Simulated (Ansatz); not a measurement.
## Converging the k-point mesh: TiTc (P4mm, 2 atoms in the cell)

```
CELL_PARAMETERS angstrom
      3.10375     0.00000     0.00000
      0.00000     3.10375     0.00000
      0.00000     0.00000     3.10375
ATOMIC_POSITIONS crystal
  Ti 0.50000 0.50000 0.51611
  Tc 0.00000 0.00000 0.00000
```

Method: PBEsol, default PAW files made with PBE (plane waves; Ansatz, a first-principles code).

Base settings: basis.ecutwfc = 500 eV; kpoints.mp_grid.grid = 11 11 11; hamiltonian.xc = pbesol; hamiltonian.pseudopotentials = {kind: paw} (the program's default PAW files); scf.occupations.method = fermi_dirac; scf.occupations.width = 0.1 eV.

The second cell is the first with its lattice scaled by 0.98.

Only quantities that move along the ladder and can be compared are tabulated.

The count of work is k-points × plane waves × bands × iterations; it is no time. Core times come from one kind of shared machine, to one figure; runs under 30 s give none.

The starting cell comes from a database of computed structures (which also holds hypothetical and non-ambient phases and stackings), without a prior relaxation at this level. Its lattice was rescaled by up to half a per cent. One atom was moved a little off its site on purpose. Spin polarisation is off. In the base run, with a pressure of about -7 GPa the cell is away from its equilibrium volume at this level. Ansatz's pressure includes its estimate of the finite-basis (Pulay) stress.

Steps (kpoints.mp_grid.grid): 2 2 2; 3 3 3; 4 4 4; 5 5 5; 6 6 6; 7 7 7; 8 8 8; 9 9 9; 10 10 10; 11 11 11; 12 12 12; 14 14 14; 15 15 15; 17 17 17; 19 19 19; 21 21 21; 23 23 23; 25 25 25; 28 28 28; 31 31 31; 35 35 35.

Problem. What is the coarsest kpoints.mp_grid.grid that holds the energy of the compressed cell less the first within 0.5 meV/atom of the last step, with all finer ones?

Solution. 8 8 8, at 0.024 of the last step's count of work; the step before is off by 0.79 meV/atom.

Problem. What is the coarsest kpoints.mp_grid.grid that holds the free energy within 0.5 meV/atom of the last step, with all finer ones?

Solution. 14 14 14, at 0.094 of the last step's count of work; the step before is off by 1.6 meV/atom.

Problem. What is the coarsest kpoints.mp_grid.grid that holds the pressure within 1 GPa of the last step, with all finer ones?

Solution. 4 4 4, at 0.0058 of the last step's count of work; the step before is off by 4.3 GPa.

| kpoints.mp_grid.grid | free energy less the last step's (meV/atom) | energy of the compressed cell less the first (meV/atom) | pressure (GPa) | largest difference of a force vector from the last step's (eV/Å) | count of work / last | core time / last (rough) |
|---|---|---|---|---|---|---|
| 2 2 2 | 589.86 | -20.36 | -9.11 | 0.459 | 0.0019 | – |
| 3 3 3 | 109.99 | 21.90 | -2.46 | 0.055 | 0.0017 | – |
| 4 4 4 | -24.44 | -8.02 | -7.52 | 0.015 | 0.0058 | – |
| 5 5 5 | 39.25 | 0.36 | -6.14 | 0.024 | 0.0058 | – |
| 6 6 6 | -11.75 | -2.55 | -6.73 | 0.017 | 0.015 | – |
| 7 7 7 | 2.06 | -3.65 | -6.83 | 0.008 | 0.013 | – |
| 8 8 8 | 4.69 | -2.99 | -6.73 | 0.002 | 0.024 | – |
| 9 9 9 | -3.65 | -3.31 | -6.84 | 0.003 | 0.024 | – |
| 10 10 10 | 1.04 | -2.68 | -6.72 | 0.002 | 0.041 | – |
| 11 11 11 | 2.01 | -2.60 | -6.69 | 0.003 | 0.041 | – |
| 12 12 12 | -1.60 | -2.89 | -6.78 | 0.002 | 0.064 | – |
| 14 14 14 | 0.35 | -2.78 | -6.74 | 0.001 | 0.094 | – |
| 15 15 15 | -0.38 | -2.99 | -6.78 | 0.001 | 0.094 | – |
| 17 17 17 | 0.04 | -2.80 | -6.74 | 0.000 | 0.13 | – |
| 19 19 19 | 0.16 | -2.82 | -6.75 | 0.000 | 0.18 | 0.3 |
| 21 21 21 | -0.07 | -2.91 | -6.76 | 0.000 | 0.24 | – |
| 23 23 23 | -0.03 | -2.84 | -6.75 | 0.000 | 0.30 | 0.5 |
| 25 25 25 | 0.04 | -2.86 | -6.75 | 0.000 | 0.38 | 0.3 |
| 28 28 28 | 0.02 | -2.85 | -6.75 | 0.000 | 0.58 | 0.9 |
| 31 31 31 | 0.01 | -2.86 | -6.75 | 0.000 | 0.71 | 0.7 |
| 35 35 35 | 0.00 | -2.87 | -6.75 | 0.000 | 1.0 | 1 |

The energy difference between the two cells stays within 1 meV/atom of the last step's from 6 6 6 on, the total only from 14 14 14 on: much of the error is common to both cells and cancels.

Keys are those of Ansatz 0.2.
